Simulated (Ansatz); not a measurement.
Consider BN in the zinc blende structure (space group F-43m, No. 216; a = 3.624 Å).

Method: PBE, PAW, 420 eV (Ansatz, a quantum-chemistry and plane-wave program; scalar-relativistic without spin-orbit coupling), earlier PAW set.

```tsv
level	band gap	lattice parameter a
PBE	4.46 eV	3.624 Å
```

Measured: band gap 6.2 eV (room temperature; as listed in arXiv:1206.3780); lattice parameter a 3.593 Å (static lattice; corrected from measurement; as listed in Tamar Goldzak et al., The Journal of Chemical Physics (2022)).

Computed minus measured — band gap: PBE -1.74 eV; lattice parameter a: PBE +0.9 %. Measured values not marked as corrected hold thermal and zero-point effects that the static-lattice runs lack. A measured gap can be an optical one, lowered by exciton binding.

Whether these cells are dynamically stable was not tested.
